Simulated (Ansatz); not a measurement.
β-phase O₂, treated with PBEsol (PAW; Ansatz, a quantum-chemistry and plane-wave program).

Run with plane-wave cutoff 520 eV, 14×14×14 k mesh, Fermi–Dirac smearing 0.1 eV, perturbation theory, scalar-relativistic PAW data made under PBE.

Computed at the level's own relaxed cell.

Harmonic phonon frequencies (cm⁻¹; i marks an imaginary mode):

```csv
q point,frequencies
Γ,___
T,4 4 19 490 490 1566
L,209i 103i 277 350 496 1396
F,209i 103i 277 352 496 1395
```

Q: Some entries are withheld; supply them.

A: 
- Γ, frequencies: 0 0 0 490 490 1579

Imaginary modes appear, so the structure is dynamically unstable at this level.

Note: the solid has open-shell d or p electrons, and the run has no spin polarisation; the run finds an imaginary mode (209i cm⁻¹), so the cell is a saddle point at this level; the volume lies 32 % below that of the published cell.
